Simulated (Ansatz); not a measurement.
## Pressure series in hypothetical zinc blende SnSe

Base system: SnSe in the zinc blende structure (space group F-43m, No. 216; a = 6.7786 Å; a hypothetical phase, not in the database extracts checked).

Cell and atoms are relaxed at each pressure.

Method: Kohn–Sham DFT with the PBE functional, run in Ansatz (a program for electronic structure) with PAW and 420 eV plane waves, without spin-orbit coupling.

```json
[
 {"change": "base", "volume per atom": "38.93 Å³", "band gap": "0.05 eV"},
 {"change": "pressure −2 GPa", "volume per atom": "41.98 Å³", "band gap": "?"},
 {"change": "pressure −1 GPa", "volume per atom": "40.32 Å³", "band gap": "?"},
 {"change": "pressure 0.3 GPa", "volume per atom": "38.56 Å³", "band gap": "zero"},
 {"change": "pressure 0.7 GPa", "volume per atom": "38.08 Å³", "band gap": "zero"},
 {"change": "pressure 1.5 GPa", "volume per atom": "?", "band gap": "zero"},
 {"change": "pressure 3 GPa", "volume per atom": "35.75 Å³", "band gap": "zero"},
 {"change": "pressure 5 GPa", "volume per atom": "34.09 Å³", "band gap": "zero"},
 {"change": "pressure 7.5 GPa", "volume per atom": "?", "band gap": "zero"},
 {"change": "pressure 10 GPa", "volume per atom": "30.97 Å³", "band gap": "zero"}
]
```

Task: What belongs in the blanks?

Result: 
- pressure −2 GPa, band gap: 0.28 eV
- pressure −1 GPa, band gap: 0.16 eV
- pressure 1.5 GPa, volume per atom: 37.21 Å³
- pressure 7.5 GPa, volume per atom: 32.36 Å³

Load acts through the strain it causes; cell and atoms are relaxed under it. Whether these cells are dynamically stable was not tested. Competing high-pressure phases were not computed. The final runs are not spin-polarised. Gaps under 0.05 eV, about the width of the smearing, are given as zero. A zero or small gap of SnSe can be the functional's error rather than a property of the material.
